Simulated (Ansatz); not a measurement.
An Ansatz (a first-principles code) input (PBEsol in Ansatz (plane waves to 420 eV, PAW, no SOC), earlier PAW set):

Ansatz 0.2 input:
```yaml
crystal:
  lattice:
    - [5.153998255, 0, 0]
    - [0, 5.3706522346, 0]
    - [0, 0, 4.9738997565]
  atoms:
    - { symbol: Hf, position: [0.2675521823, 0.9670980532, 0.2473561363] }
    - { symbol: Hf, position: [0.7324478177, 0.0329019468, 0.7473561363] }
    - { symbol: Hf, position: [0.7324478177, 0.4670980532, 0.2473561363] }
    - { symbol: Hf, position: [0.2675521823, 0.5329019468, 0.7473561363] }
    - { symbol: O, position: [0.0717038241, 0.6319909283, 0.1097615237] }
    - { symbol: O, position: [0.9282961759, 0.3680090717, 0.6097615237] }
    - { symbol: O, position: [0.9282961759, 0.1319909283, 0.1097615237] }
    - { symbol: O, position: [0.0717038241, 0.8680090717, 0.6097615237] }
    - { symbol: O, position: [0.5403048158, 0.7660355209, 0.99888234] }
    - { symbol: O, position: [0.4596951842, 0.2339644791, 0.49888234] }
    - { symbol: O, position: [0.4596951842, 0.2660355209, 0.99888234] }
    - { symbol: O, position: [0.5403048158, 0.7339644791, 0.49888234] }
basis: { ecutwfc: 420, ecutrho_ratio: 4, xc_grid: 2, fft_grid_basis: typed }
kpoints: { mp_grid: { grid: [6, 5, 5] } }
hamiltonian:
  xc: pbesol
  dispersion: none
  pseudopotentials: { azcp: { folder: ./paw }, kind: paw }
scf: { occupations: { method: fermi_dirac, width: 0.05 } }
relax: { f_tol: 0.005, max_steps: 50, cell: { stress_tol: 0.01, fix: [a, b, gamma] } }
output: { forces: true, stress: true }
checkpoint: { write: state.ck, write_every: 1000 }
```

Question: Which symmetry and how many k-points will the program report, and about how many plane waves at Γ?

Answer: Space group Pca21 (ITA 29) with 4 operations, k-points 36 of 150, and 2681 plane waves at Γ.

Question: And the final pressure?

Answer: -7.19 GPa (compression positive).

The cells carry an imposed strain or load. Stability against distortions was not tested. The cell was made from HfO2 (space group Pca2_1, No. 29) by this change: biaxial strain +2.71 %, plane normal [001], relaxed out of plane. This is not the structure that HfO2 has at room temperature and ambient pressure.
